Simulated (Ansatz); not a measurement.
Base system: Ta in the bcc (W type) structure (space group Im-3m, No. 229; a = 3.306 Å; relaxed with 0.1 eV smearing).

The values are results of Kohn–Sham DFT with the r2SCAN functional, run in Ansatz (a first-principles code) with PAW and 500 eV plane waves, spin-orbit coupling left out, not measurements.

Before the change:

The pressure is 0.0 GPa.

Perturbation: the cell is scaled by 1.0200 in all directions, atoms relaxed at fixed cell.

Q: What does the calculation give for the pressure and energy relative to the base after the change?

A: The pressure goes from zero to -10.8 GPa; the energy grows by 39 meV/atom.

The cells carry an imposed strain or load. Whether these cells are dynamically stable was not tested. The final runs are not spin-polarised.
